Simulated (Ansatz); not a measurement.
## Response to strain in WC

Start from WC (space group P-6m2, No. 187; a = 2.899 Å, c = 2.827 Å; relaxed with 0.1 eV smearing). Axes: x lies along a and z along c of the hexagonal cell.

Strains are applied to the cell and any free atomic positions relax.

The values are results of plane-wave PAW DFT at the PBEsol level (Ansatz, a program for electronic structure, 420 eV), spin-orbit coupling left out, not measurements.

Candidates:
(a) uniaxial strain ε_zz = −2.00 %
(b) uniaxial strain ε_zz = +3.00 %
(c) uniaxial strain ε_zz = −1.50 %
(d) uniaxial strain ε_zz = +2.50 %

Notes on the quantities. energy relative to the base: free energy F.

**Question.** Order them by energy relative to the base, highest first.

**Answer.** (b) uniaxial strain ε_zz = +3.00 % (+27 meV/atom), (d) uniaxial strain ε_zz = +2.50 % (+19 meV/atom), (a) uniaxial strain ε_zz = −2.00 % (+13 meV/atom), (c) uniaxial strain ε_zz = −1.50 % (+7.4 meV/atom)

No phonon test of stability was made. The final runs are not spin-polarised.
